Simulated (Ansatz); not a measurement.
The starting structures come from a database of crystals and need not be the phases stable at ambient conditions.

Tunnelling through a barrier is set by its complex band structure: the current falls as exp(−2κd) with the smallest κ.

Data:

```xyz
12
Lattice="7.8319 0.0000 0.0000 -2.4733 7.6293 0.0000 0.0000 3.3752 3.7893" Properties=species:S:1:pos:R:3 pbc="T T T"
Ag     6.7098     4.1443     3.4288
Ag    -1.3513     6.8603     0.3605
Ag     2.5647     8.8703     2.6171
Ag     2.7939     2.1343     1.1722
P     -0.3581     6.4964     3.7682
P      5.7167     4.5081     0.0211
P      1.8007     5.5612     1.2034
P      3.5578     5.4434     2.5859
P      4.7950     3.7773     1.8704
P      0.5636     7.2273     1.9189
P      4.4795     7.3646     2.0730
P      0.8790     3.6400     1.7163
```

Space group of this cell: P2_1/c. The cell is taken as given; by PBEsol its mean pressure is -2.0 GPa.

Transport runs along the normal of the first two printed cell vectors.

The gap is the functional's own. No spin-orbit coupling. Mid-gap values are interpolated on the energy grid.

### Question
Estimate the band gap and the smallest decay constant κ at mid-gap that Ansatz (a quantum-chemistry and plane-wave program) with PBEsol returns for this system.

### Answer
Gap 0.60 eV on a 4×8×8 mesh; κ = 0.120 1/Å, at (0.000, 0.500) of the in-plane reciprocal vectors. At the zone centre, at the nearest computed energy, the slowest state has κ = 0.16 1/Å.
